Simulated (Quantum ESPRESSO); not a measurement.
**Short convergence ladders for InSe (Cm, 4 atoms in the cell)**

```yaml
crystal:
  lattice:
    - [5.85553, -2.06492, 0.00000]
    - [5.85553, 2.06492, 0.00000]
    - [-1.73185, 0.00000, 4.79521]
  atoms:
    - { symbol: In, position: [0.11334, 0.11334, 0.96359] }
    - { symbol: In, position: [0.88820, 0.88820, 0.04684] }
    - { symbol: Se, position: [0.33907, 0.33907, 0.33104] }
    - { symbol: Se, position: [0.66093, 0.66093, 0.66896] }
```

Base method: PBEsol, GBRV 1.5 ultrasoft (PBESOL) pseudopotentials (plane waves; Quantum ESPRESSO 7.5).

Base settings: ecutwfc = 40 Ry; ecutrho = 200 Ry; occupations = fixed; potentials = {In: in_pbesol_v1.4.uspp.F.UPF, Se: se_pbesol_v1.uspp.F.UPF}; K_POINTS = automatic 3 3 2 0 0 0; nbnd = 23; conv_thr = 1e-09 Ry; mixing_beta = 0.7.

The count of work is k-points × plane waves × bands × iterations; it is no time. 

**The cutoff for other potential files**

Level: DFT, PBEsol, plane waves, PSlibrary PAW (PBE) pseudopotentials.

In this ladder: pseudopotentials = {In: In.pbe-dn-kjpaw_psl.1.0.0.UPF, Se: Se.pbe-n-kjpaw_psl.1.0.0.UPF}; input_dft = pbesol. Moved along: ecutrho.

The second cell is the first with its lattice scaled by 0.98.

The mesh stays at the base's, so the ladder's end is converged at best in this setting alone.

Only quantities that move along the ladder and can be compared are tabulated; the gap is left out on so coarse a mesh.

| ecutwfc | free energy less the last step's (meV/atom) | energy of the compressed cell less the first (meV/atom) | pressure (GPa) | largest difference of a force vector from the last step's (eV/Å) | count of work / last |
|---|---|---|---|---|---|
| 22 Ry | 12691.47 | 283.50 | -325.75 | 0.113 | 0.11 |
| 28 Ry | 1775.73 | 18.69 | -65.94 | 0.012 | 0.15 |
| 35 Ry | 138.93 | -2.95 | -7.50 | 0.004 | 0.21 |
| 42 Ry | 60.16 | -1.64 | -1.67 | 0.001 | 0.27 |
| 50 Ry | 40.92 | -1.71 | -2.44 | 0.001 | 0.35 |
| 60 Ry | 9.62 | -1.80 | -1.98 | 0.000 | 0.47 |
| 75 Ry | 4.98 | -1.78 | -1.70 | 0.000 | 0.65 |
| 100 Ry | 0.00 | -1.78 | -1.67 | 0.000 | 1.0 |

Coarsest ecutwfc that holds the energy of the compressed cell less the first within 1 meV/atom of the last step, with all finer ones: 42 Ry, at 0.27 of the last step's count of work; the step before is off by 1.2 meV/atom.

Coarsest ecutwfc that holds the pressure within 1 GPa of the last step, with all finer ones: 42 Ry, at 0.27 of the last step's count of work; the step before is off by 5.8 GPa.

Coarsest ecutwfc that holds the forces within 0.01 eV/Å of the last step, with all finer ones: 35 Ry, at 0.21 of the last step's count of work; the step before is off by 0.012 eV/Å.

At the lowest cutoff the pressure lies 324 GPa under the last step's, the usual sign of Pulay stress in an incomplete plane-wave basis.

**The density cutoff**

The second cell is the first with its lattice scaled by 0.98.

The mesh stays at the base's, so the ladder's end is converged at best in this setting alone.

Only quantities that move along the ladder and can be compared are tabulated; the gap is left out on so coarse a mesh.

```tsv
ecutrho	free energy less the last step's (meV/atom)	energy of the compressed cell less the first (meV/atom)	pressure (GPa)	largest difference of a force vector from the last step's (eV/Å)
80 Ry	-46.82	2.75	0.23	0.142
120 Ry	-3.24	-3.65	-2.32	0.003
160 Ry	-0.65	-4.05	-2.43	0.000
200 Ry	-0.09	-4.11	-2.42	0.000
240 Ry	-0.19	-4.10	-2.41	0.000
320 Ry	-0.02	-4.11	-2.42	0.000
400 Ry	0.00	-4.11	-2.42	0.000
640 Ry	0.00	-4.11	-2.42	0.000
```

Coarsest ecutrho that holds the forces within 0.02 eV/Å of the last step, with all finer ones: 120 Ry; the step before is off by 0.14 eV/Å.

Coarsest ecutrho that holds the pressure within 0.5 GPa of the last step, with all finer ones: 120 Ry; the step before is off by 2.7 GPa.

Coarsest ecutrho that holds the free energy within 2 meV/atom of the last step, with all finer ones: 160 Ry; the step before is off by 3.2 meV/atom.

The energy difference between the two cells stays within 1 meV/atom of the last step's from 120 Ry on, the total only from 160 Ry on: much of the error is common to both cells and cancels.

On the base run: the starting cell comes from a database of computed structures (which also holds hypothetical and non-ambient phases and stackings), without a prior relaxation at this level. Its lattice was rescaled by up to half a per cent. One atom was moved a little off its site on purpose.
